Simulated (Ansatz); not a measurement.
System: VAl (Cmmm, No. 65, 2 atoms in the cell; start mp-1228001). Method: PBEsol in Ansatz (plane waves, PAW).

Run with plane-wave cutoff 520 eV, 20×20×14 k mesh (along the axes of the cell as run), Fermi–Dirac smearing 0.05 eV, no spin polarisation, scalar-relativistic PAW data made under PBE.

Cell (relaxed at this level):

```
CELL_PARAMETERS angstrom
      1.74925    -1.96263     0.00000
      1.74925     1.96263     0.00000
      0.00000     0.00000     4.03221
ATOMIC_POSITIONS crystal
  Al 0.00000 0.00000 0.00000
  V  0.50000 0.50000 0.50000
```

**Question.** Predict the bulk modulus B0.

**Answer.** 
- bulk modulus B0: 153 GPa

Note: the run has no spin polarisation, so it can have missed a magnetic state; the bulk modulus is −V dP/dV from two relaxed cells at ±2 % in volume; the relaxation could not lower the start's symmetry, so the cell can be a saddle point above a distorted one.

The computed numbers hold no vibrational or temperature effects.

The result took about 4 core-minutes (a rough figure).

A start named mp-… is a Materials Project structure, which need not be a measured phase.

Ansatz is a program for electronic structure.
